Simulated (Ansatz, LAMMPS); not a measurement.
Σ41 (001) twist, annealed from start 1, in Ge (diamond structure). Cell 26.08 × 26.08 × 28.91 Å, Ge803, 803 atoms. Prepared with Tersoff's 1989 multicomponent potential (SiCGe.tersoff) (LAMMPS): 40 ps at 1300 K, cooling over 40 ps and minimisation with the cell free along the normal, at the potential's lattice parameter; then scaled to the PBE one. 

Basis: localised support functions (accuracy medium) on a full density matrix. k-points: zone centre alone; occupations: Fermi-Dirac, 0.020 eV; spin polarisation not allowed. No spin-orbit coupling.

The relaxation was stopped after a set number of steps, with force components up to 0.184 eV/Å left.

What is the computed energy, gap and bonding (PBE, support functions at accuracy medium on the grid of 370 eV run with Ansatz, a quantum-chemistry and plane-wave program)?


energy over the perfect crystal(s), per atom: 84 meV/atom
boundary energy (mean of two; the reference samples k-space alike but not identically): 0.79 J/m²
electronic character of the cell: no gap resolved at this smearing
coordination (neighbours within 2.976 Å): 2.6 % 3-fold, 95.9 % 4-fold, 1.4 % 5-fold, 0.1 % 6-fold
Ge-Ge bonds, mean ± spread: 2.520 ± 0.061 Å
bond angles, mean ± spread: 109.1° ± 7.7°
pressure: -0.58 GPa
